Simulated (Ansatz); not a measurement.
# Hypothetical R-3m BeBr2: response to strain

Take BeBr$_{2}$ in the CdCl2 type structure (space group R-3m, No. 166; a = 3.422 Å, c = 17.720 Å (hexagonal axes); a hypothetical phase, not in the database extracts checked; layered, stacked along the Cartesian z axis) as the base. Axes: x lies along a and z along c of the hexagonal cell.

Strains are applied to the cell and any free atomic positions relax; under biaxial strain the out-of-plane vector relaxes too.

Computed with PBEsol-D3(BJ) (Ansatz, an electronic-structure program), no SOC.

Candidates:
(a) biaxial strain −1.08 %, plane normal [001], relaxed out of plane
(b) biaxial strain +2.43 %, plane normal [001], relaxed out of plane
(c) biaxial strain +1.22 %, plane normal [001], relaxed out of plane

Before the change:

```
Quantity    Value
--------  -------
Band gap  3.80 eV
```

Problem. Order them by band gap, lowest first.

Solution. (a) biaxial strain −1.08 %, plane normal [001], relaxed out of plane (3.73 eV), (b) biaxial strain +2.43 %, plane normal [001], relaxed out of plane (3.78 eV), (c) biaxial strain +1.22 %, plane normal [001], relaxed out of plane (3.84 eV)

No phonon test of stability was made.
